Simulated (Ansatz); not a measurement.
Consider Pb in the fcc (Cu type) structure (space group Fm-3m, No. 225; relaxed with 0.1 eV smearing).

```
Pb
1.0
    0.00000     2.46707     2.46707
    2.46707     0.00000     2.46707
    2.46707     2.46707     0.00000
Pb
1
Cartesian
  0.00000   0.00000   0.00000
```

Method: PBEsol/PAW in Ansatz (an electronic-structure program), no spin-orbit coupling.

Strains are applied to the cell and any free atomic positions relax.

One change was made to it. Results:

The energy grows by 40 meV/atom; the pressure goes from zero to 5.4 GPa.

Task: What was done to the base?
A. isotropic strain −3.00 %
B. isotropic strain +0.50 %
C. isotropic strain −1.50 %
D. isotropic strain −2.50 %
E. isotropic strain +3.00 %

Result: A, isotropic strain −3.00 %. For comparison, the energy relative to the base in the other runs: isotropic strain −1.50 % gives +9.5 meV/atom; isotropic strain +3.00 % gives +32 meV/atom; isotropic strain +0.50 % gives +1.0 meV/atom; isotropic strain −2.50 % gives +27 meV/atom.

Stability against distortions was not tested.
